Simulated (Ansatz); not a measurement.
Consider SiC in the zinc blende structure (space group F-43m, No. 216; a = 4.356 Å).

Method: r2SCAN, PAW, 500 eV (Ansatz, a program for electronic structure; no spin-orbit coupling).

Carriers are added at fixed cell with a uniform background; the Fermi–Dirac width is that of 300 K.

One change was made to it. Results:

The gap between the host's bands grows by 0.05 eV, from 1.71 eV to 1.76 eV; the gap character remains indirect, Γ → X; the Fermi level relative to the doped band's edge (positive inside the band; to 0.05 eV) is +0.20 eV.

**Question.** Name the change that was made.
(A) electrons 5.0×10^20 cm⁻³
(B) electrons 1.5×10^21 cm⁻³
(C) holes 2.0×10^21 cm⁻³
(D) electrons 1.0×10^21 cm⁻³
(E) electrons 2.0×10^21 cm⁻³

**Answer.** C, holes 2.0×10^21 cm⁻³. For comparison, the gap between the host's bands in the other runs: electrons 1.0×10^21 cm⁻³ gives 1.70 eV; electrons 2.0×10^21 cm⁻³ gives 1.70 eV; electrons 5.0×10^20 cm⁻³ gives 1.71 eV; electrons 1.5×10^21 cm⁻³ gives 1.70 eV.

Charged cell with a jellium background: band edges are those of the host's band count, energies are not comparable with the neutral cell, and many-body gap narrowing is missing. No phonon test of stability was made.
